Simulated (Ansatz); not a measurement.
Effect of As → N on AlAs

Consider AlAs in the zinc blende structure (space group F-43m, No. 216; a = 5.6743 Å).

The change: every As is replaced by N; the structure is relaxed again.

Method: PBEsol (Ansatz, a program for electronic structure, PAW, spin-orbit coupling left out), earlier PAW set. Γ-centred 13×13×13 mesh, Fermi–Dirac width 0.05 eV, for the changed cell.

| quantity | base | changed | shift |
|---|---|---|---|
| volume per atom | 22.84 Å³ | 10.48 Å³ | -12.352 Å³ |
| lattice parameter a | 5.674 Å | 4.377 Å | -1.297 Å |
| space group | F-43m (No. 216) | F-43m (No. 216) | – |
| shortest interatomic distance | 2.457 Å | 1.895 Å | -0.562 Å |
| band gap | 1.34 eV | 3.19 eV | +1.85 eV |
| gap character | indirect, Γ → X | indirect, Γ → X | – |
| smallest direct gap | 1.91 eV | 4.06 eV | +2.15 eV |
| width of the top valence band | 2.82 eV | 2.71 eV | -0.11 eV |
| electron mass | 0.86 mₑ along k, 0.23 mₑ across (at X) | 0.52 mₑ along k, 0.32 mₑ across (at X) | – |

Cost of the whole job for the changed cell (relaxation, final SCF and bands): around 12 core-seconds (rough).

Effective masses come from finite differences of ±0.01 Å⁻¹. Along k means along the line from Γ to the band edge. No phonon test of stability was made. This is not the structure that AlN has at room temperature and ambient pressure.
